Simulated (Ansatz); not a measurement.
Candidates (primitive cells; geometry: cell and atoms relaxed with PBEsol):
A. BaO (Fm-3m), a = 3.882 Å, b = 3.882 Å, c = 3.882 Å, α = 60.00°, β = 60.00°, γ = 60.00°
B. BaO$_{2}$ (I4/mmm), a = b = c = 4.3040 Å, α = β = 128.00°, γ = 76.62°
C. MgO (Fm-3m), a = b = c = 2.9798 Å, α = β = γ = 60.00°
D. ZnInGaO$_{4}$ (R3m), a = b = c = 8.794 Å, α = β = γ = 21.73°
E. Cd2SnO4 (Pbam), a = 5.5708 Å, b = 9.9299 Å, c = 3.1993 Å, α = β = γ = 90.00°

Order them by Seebeck coefficient, n-type 1e19 cm⁻³ (lowest first) at the level PBEsol, rigid bands (Ansatz, a first-principles code).

A (-318 μV/K), B (-246 μV/K), C (-171 μV/K), D (-114 μV/K), E (-90 μV/K)

Seebeck coefficients are for the stated density at 300 K, with one relaxation time for all states and whether or not that doping can be reached. Spin-orbit coupling is left out.

Formula and space group known from diffraction (Crystallography Open Database), not checked to be the room-temperature form: BaO2 (I4/mmm), Cd2SnO4 (Pbam).
